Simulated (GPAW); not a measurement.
Band structure of CuAu (P4/mmm, 2 atoms in the cell).

```
CuAu
1.0
    2.78029     0.00000     0.00000
    0.00000     2.78029     0.00000
    0.00000     0.00000     3.49314
Cu Au
1 1
Direct
  0.50000   0.50000   0.50000
  0.00000   0.00000   0.00000
```

Level of theory: PBE, GPAW PAW datasets PBE (gpaw-data 1.0.1) (plane waves; GPAW).

Settings: mode = pw; ecut = 800 eV; xc = PBE; kpts = 16 16 12; mesh shift (steps) = 0 0 0; occupations.name = methfessel-paxton; occupations.width = 0.136 eV; occupations.order = 0; nbands = -10; convergence.density = 1e-05 e/electron; convergence.energy = 1e-05 eV/electron; symmetry.symmorphic = false; symmetry.tolerance = 0.0005; maxiter = 120.

The starting cell comes from a database of computed structures (which also holds hypothetical and non-ambient phases and stackings), without a prior relaxation at this level. Its lattice was rescaled by a random factor within 2.5 % of one. Spin-orbit coupling is off. Spin polarisation is off.

Levels in eV from the Fermi level, bands 8 to 15:
```
point      8      9     10     11     12     13     14     15
-----  -----  -----  -----  -----  -----  -----  -----  -----
Γ      -2.28  -1.82  -1.56  -1.56   2.68   9.56   9.96   9.96
X      -3.31  -2.70  -2.46  -1.08  -0.28  10.51  10.52  12.35
M      -1.84  -1.41  -1.41   0.19   0.19   5.28   7.19  11.06
Z      -3.02  -2.63  -2.63  -2.50  -2.24  14.86  15.23  15.23
R      -1.95  -1.66  -1.59  -1.37  -1.37   3.01   4.96  16.73
A      -2.35  -1.86  -1.83   5.63   5.74   5.74   6.55   6.95
```

Bands cross the Fermi level along this path, so the cell is metallic at this level.
